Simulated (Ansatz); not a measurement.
Take MoP (space group P-6m2, No. 187; a = 3.241 Å, c = 3.195 Å) as the base. Axes: x lies along a and z along c of the hexagonal cell.

Level of theory: PBE/PAW in Ansatz (a first-principles code), no SOC.

Before the change:

| Quantity | Value |
|---|---|
| Shortest interatomic distance | 246.0 pm |
| Pressure | 0.0 GPa |

Now apply this change: biaxial strain −1.94 %, plane normal [001], relaxed out of plane (Cartesian); in-plane vectors clamped, the third vector and the atoms free.

Problem. Predict the new shortest interatomic distance.

Solution. The shortest interatomic distance decreases by 1.4 pm, from 246.0 pm to 244.6 pm.

Problem. How does this affect the pressure?

Solution. The pressure (mean of the normal stresses, compression positive) goes from zero to 5.1 GPa.

Whether these cells are dynamically stable was not tested. The final runs are not spin-polarised. An odd electron count without spin: MoP.
